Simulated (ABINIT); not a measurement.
**A worked fit of the pressure against the volume, with one run withheld: Cu (Fm-3m, 1 atom in the cell)**

```yaml
crystal:
  lattice:
    - [0.00000, 1.82789, 1.82789]
    - [1.82789, 0.00000, 1.82789]
    - [1.82789, 1.82789, 0.00000]
  atoms:
    - { symbol: Cu, position: [0.00000, 0.00000, 0.00000] }
```

Method: PBEsol, PAW (JTH v2.0 PBE PAW, files made for PBE) (plane waves; ABINIT).

Base settings: pseudos = [Cu.GGA_PBE-JTH.xml]; ecut = 30 Ha; pawecutdg = 60 Ha; pawxcdev = 0; ixc = -116133; occopt = 7; tsmear = 0.00183747 Ha; ngkpt = 10 10 10; nshiftk = 1; shiftk = 0.5 0.5 0.5.

The starting cell comes from a database of computed structures (which also holds hypothetical and non-ambient phases and stackings), without a prior relaxation at this level. Its lattice was rescaled by a random factor within 2.5 % of one. Spin polarisation is off. The potentials were made for another functional than the one used. In the cell shown, with a pressure of about -11 GPa the cell is away from its equilibrium volume at this level.

Murnaghan's equation with B′ set to 4 (a common value, assumed and not fitted) makes the pressure a straight line in x = (V₁/V)⁴, here with V₁ = 12.215 Å³/atom: P = a + b·x. The rows are the cell shown with its lattice scaled (for instance lattice scaled by 0.97, lattice scaled by 0.985, lattice scaled by 1.015, lattice scaled by 1.03); fractional positions and shape were held. Pulay stress at this cutoff, if any, shifts all pressures roughly alike and V₀ with them.

| volume (Å³/atom) | (V₁/V)⁴ | pressure (GPa) |
|---|---|---|
| 13.347 | 0.7015 | -18.55 |
| 12.773 | 0.8364 | -15.20 |
| 12.215 | 1.0000 | -10.73 |
| 11.673 | 1.1991 | ? |
| 11.148 | 1.4414 | 2.56 |

Task: Fit the line to the 4 rows given and predict the withheld one.

Result: Means: x̄ = 0.99483, ȳ = -10.480. Σ(x − x̄)(y − ȳ) = 8.937 and Σ(x − x̄)² = 0.3106, so b = 28.77 and a = ȳ − b·x̄ = -39.101; P = 0 at x₀ = −a/b = 1.3591, so V₀ = V₁·x₀^(−1/4) = 11.31 Å³/atom and B₀ = 4·b·x₀ = 156 GPa (for B′ = 4 and held positions). The largest residual of the fitted rows is 0.40. At x = 1.1991 the line gives -4.60 GPa. The run gave -4.87 GPa, a miss of 0.27 GPa. The rows were chosen because the form fits them, the withheld one included, so this shows the method and is no test of the form.

Left out of this page: 5 runs of the series outside the window shown, repeating another row's setting, or not comparable.
